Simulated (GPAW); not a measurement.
A self-consistent single point of MgTe (F-43m, 2 atoms in the cell) with GPAW.

Method of the run: LDA (Perdew-Wang 92), GPAW PAW datasets LDA (gpaw-data 1.0.1) (plane waves; GPAW 25.7.0).

```
MgTe
1.0
    0.00000     3.21000     3.21000
    3.21000     0.00000     3.21000
    3.21000     3.21000     0.00000
Mg Te
1 1
Cartesian
  0.00000   0.00000   0.00000
  1.60500   1.60500   1.60500
```

Reference input (self-consistent single point, DFT PBE, plane waves, GPAW PAW datasets PBE (gpaw-data 1.0.1)): mode = pw; ecut = 800 eV; xc = PBE; kpts = 7 7 7; mesh shift (steps) = 0 0 0; occupations.name = fermi-dirac; occupations.width = 0.05 eV; nbands = -8; convergence.bands = -6; symmetry.symmorphic = false; symmetry.tolerance = 0.0005; maxiter = 150. This run's input differs from it in these lines:

```diff
@@ -13,3 +13,3 @@
 calc = GPAW(mode=PW(800),
-            xc='PBE',
+            xc='LDA',
             kpts=(7, 7, 7),
```

Its files differ too (potentials: GPAW PAW datasets LDA (gpaw-data 1.0.1)).

Output, abridged:

```
     iter     time        total  log10-change:
                         energy   eigst   dens
iter:   1 --:--:--    -7.631710   +0.44
iter:   2 --:--:--    -7.610966   -0.67  -1.18
iter:   3 --:--:--    -7.463507   -1.46  -1.21
iter:   4 --:--:--    -7.466461   -2.24  -1.56
iter:   5 --:--:--    -7.462238c  -3.01  -1.68
iter:   6 --:--:--    -7.461335c  -3.92  -2.44
iter:   7 --:--:--    -7.461341c  -5.06  -2.93
iter:   8 --:--:--    -7.461275c  -5.20  -2.91
iter:   9 --:--:--    -7.461278c  -5.98  -3.55
iter:  10 --:--:--    -7.461277c  -6.74  -3.76
iter:  11 --:--:--    -7.461277c  -7.29  -3.93
iter:  12 --:--:--    -7.461277c  -8.16c -4.65c
Converged after 12 iterations.

Dipole moment: (-4.345076, -4.345076, -4.345076) |e|*Ang

Energy contributions relative to reference atoms: (reference = -190064.726160)

Kinetic:        +11.091605
Potential:      -10.352160
External:        +0.000000
XC:              -8.309459
Entropy (-ST):   -0.000000
Local:           +0.108737
SIC:             +0.000000
--------------------------
Free energy:     -7.461277
Extrapolated:    -7.461277

Showing only first 2 kpts
 Kpt  Band  Eigenvalues  Occupancy
  0     6      1.96494    2.00000
  0     7      1.96494    2.00000
  0     8      4.25112    0.00000
  0     9      7.40581    0.00000

  1     6      1.67065    2.00000
  1     7      1.67065    2.00000
  1     8      5.43158    0.00000
  1     9      6.69549    0.00000

Fermi level: 2.98310

Gap: 2.286 eV
Transition (v -> c):
  (s=0, k=0, n=7, [0.00, 0.00, 0.00]) -> (s=0, k=0, n=8, [0.00, 0.00, 0.00])
No difference between direct/indirect transitions
Energy (eV): -7.461277

Forces in eV/Ang:
  0 Mg    0.00000   -0.00000   -0.00000
  1 Te   -0.00000    0.00000    0.00000

Stress tensor:
     0.005760    -0.000000    -0.000000
    -0.000000     0.005760     0.000000
    -0.000000     0.000000     0.005760
Stress (GPa, Voigt): [ 0.9229  0.9229  0.9229  0.     -0.     -0.    ]
```

The run converged in 12 iterations. GPAW prints stress with tension positive. Against the reference run the pressure goes from 1.48 to -0.92 GPa and the gap on the mesh goes from 2.524 to 2.286 eV.

The starting cell has typed, rounded lattice constants, without a prior relaxation at this level. Spin-orbit coupling is off.
